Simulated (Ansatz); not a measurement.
# LaWN3, pressure series

Base system: LaWN3 (space group R3c, No. 161; a cell from a computed database, its experimental status unchecked).

```yaml
crystal:
  lattice:
    - [2.82377, 1.63031, 4.57642]
    - [-2.82377, 1.63031, 4.57642]
    - [0.00000, -3.26061, 4.57642]
  atoms:
    - { symbol: La, position: [0.53680, 0.53680, 0.53680] }
    - { symbol: La, position: [0.03680, 0.03680, 0.03680] }
    - { symbol: W, position: [0.78549, 0.78549, 0.78549] }
    - { symbol: W, position: [0.28549, 0.28549, 0.28549] }
    - { symbol: N, position: [0.00037, 0.10326, 0.55577] }
    - { symbol: N, position: [0.55577, 0.00037, 0.10326] }
    - { symbol: N, position: [0.10326, 0.55577, 0.00037] }
    - { symbol: N, position: [0.05577, 0.60326, 0.50037] }
    - { symbol: N, position: [0.60326, 0.50037, 0.05577] }
    - { symbol: N, position: [0.50037, 0.05577, 0.60326] }
```

Cell and atoms are relaxed at each pressure.

Method: PBEsol (Ansatz, a quantum-chemistry and plane-wave program, PAW, scalar-relativistic without spin-orbit coupling).

```json
[
 {"case": "base", "density": "9.58 g/cm³", "band gap": "0.99 eV", "smallest direct gap": "1.25 eV"},
 {"case": "pressure −2 GPa", "density": "…", "band gap": "1.04 eV", "smallest direct gap": "1.29 eV"},
 {"case": "pressure −1 GPa", "density": "9.53 g/cm³", "band gap": "1.02 eV", "smallest direct gap": "1.27 eV"},
 {"case": "pressure 0.3 GPa", "density": "9.60 g/cm³", "band gap": "0.99 eV", "smallest direct gap": "1.25 eV"},
 {"case": "pressure 0.7 GPa", "density": "9.62 g/cm³", "band gap": "…", "smallest direct gap": "1.23 eV"},
 {"case": "pressure 1.5 GPa", "density": "9.65 g/cm³", "band gap": "…", "smallest direct gap": "1.22 eV"},
 {"case": "pressure 3 GPa", "density": "9.72 g/cm³", "band gap": "0.93 eV", "smallest direct gap": "1.19 eV"},
 {"case": "pressure 5 GPa", "density": "9.81 g/cm³", "band gap": "0.89 eV", "smallest direct gap": "1.16 eV"},
 {"case": "pressure 7.5 GPa", "density": "9.91 g/cm³", "band gap": "0.85 eV", "smallest direct gap": "1.12 eV"},
 {"case": "pressure 10 GPa", "density": "10.01 g/cm³", "band gap": "0.83 eV", "smallest direct gap": "…"}
]
```

### Question
Complete the table.

### Answer

- pressure −2 GPa, density: 9.48 g/cm³
- pressure 0.7 GPa, band gap: 0.98 eV
- pressure 1.5 GPa, band gap: 0.96 eV
- pressure 10 GPa, smallest direct gap: 1.09 eV

Spin-orbit coupling, missing from the scalar runs, can matter with W. Load acts through the strain it causes; cell and atoms are relaxed under it. No phonon test of stability was made. Competing high-pressure phases were not computed.
